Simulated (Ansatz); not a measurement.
The starting structures come from a database of crystals and need not be the phases stable at ambient conditions.

 Where the default PAW files enter, the runs use the earlier of Ansatz's two default sets.

By PBEsol, the system below comes out a metal.

A figure of merit of an interconnect metal is its ballistic conductance per area.

Given:

```xyz
2
Lattice="5.4702 0.0000 0.0000 0.0000 5.8102 0.0000 0.0000 2.9051 1.6773" Properties=species:S:1:pos:R:3 pbc="T T T"
Sb     4.1026     3.8735     0.0000
Sb     1.3675     1.9367     0.0000
```

Space group of this cell: P6_3/mmc, hcp (Mg type). The cell is taken as given; by PBEsol its mean pressure is -1.3 GPa.

The current flows along the normal of the first two printed cell vectors, the (110) plane of the conventional cell. No spin-orbit coupling; the value is a mean over 0.1 eV about the Fermi level.

Question: Predict the ballistic conductance per area from PBEsol run with Ansatz (a program for electronic structure).

Answer: 1.2 × 10¹⁵ S/m² for both spins.
